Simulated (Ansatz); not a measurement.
Cost and result by functional for the adsorption energy of O on the 1x1 (100) surface of fcc Cu, one in a 2x2 cell, started at the site 'hollow Cu-Cu-Cu-Cu over Cu at depth 1.8 Å', in Ansatz (plane waves, PAW). Single points on the PBE structure, on one kind of machine; costs are rough ratios of the slab run's core time (references not counted) to the cheapest single point. r2SCAN's cost holds its higher cutoff (500 against 420 eV). Differences are taken against r2SCAN for comparison alone: no measured value is at hand, so the table doesn't rank accuracy.

Set-up: 17 atoms, 5.3 Å thick at the start under the adsorbate (thin: gaps and levels are the slab's own); mesh 6x6x1; 0.1 eV smearing; dipole correction on; 8 atoms held, the rest relaxed; start symmetry kept, larger cells not searched; spin-polarised, no spin-orbit, no U, no dispersion correction. The starting moment vanished. At the end it is bonded to 4 Cu. In PBE it is, or lies within 0.03 eV of, the lowest of the starts that converged. These notes are the PBE run's. r2SCAN: The program's check for a lower electronic state was not made. Adsorption energies are against ½ O2(g). A negative adsorption energy means that the adsorbate is more stable on the surface than in its reference.

| functional | relative cost | adsorption energy (eV) | less r2SCAN (eV) |
|---|---|---|---|
| RPBE | 1 | -1.66 | 0.60 |
| r2SCAN | 2 | -2.27 | 0.00 |
| PBE (the relaxed run's value) | – | -1.93 | 0.33 |

The values span 0.60 eV, while the single points' costs differ by a factor of roughly 2. Differences are of unrounded values.

Ansatz is a program for electronic structure.
